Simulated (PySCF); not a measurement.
PySCF 2.14.0, PBE0/def2-svp, df: C[C](F)F, charge +1, multiplicity 1, 7 atoms. The geometry is a generated start, not checked to be a minimum at this level.

```
Item                           Value
-------------------  ---------------
task                          energy
method                          pbe0
basis                       def2-svp
two-electron scheme  density fitting
mol.max_memory               3000 MB
mf.max_cycle                     100
mf.init_guess        minao (default)
mf.DIIS              CDIIS (default)
mf.diis_space            8 (default)
mf.conv_tol          1e-09 (default)
mf.grids.level           3 (default)
basis functions                   71
grid points                    86184
```

```xyz
7

C     -0.6113    -0.1684    -0.0191
C      0.7647     0.1530     0.0031
F      1.6903    -0.7091    -0.0329
F      1.2048     1.3405     0.0616
H     -1.1030     0.1851     0.9096
H     -0.7952    -1.2371    -0.1517
H     -1.1503     0.4360    -0.7707
```

Charge 1 and multiplicity 1 are set for this test and not shown to be the ground state.

One run each on 2 threads, 1 BLAS thread. Values of level_shift (Hartree) tried: 0 (default), 0.1, 0.3, 1.

**Question.** Which value of level_shift (Hartree) needs the fewest Fock builds, and what happens away from it?

**Answer.** Fewest Fock builds, within one of each other: 0 (default) with 12, 0.1 with 12, 0.3 with 13. The count rises to 25 at 1. All converge to one solution.

```
level_shift (Hartree)  Fock builds            end
---------------------  -----------  -------------
0 (default)                     12  same solution
0.1                             12  same solution
0.3                             13  same solution
1                               25  same solution
```
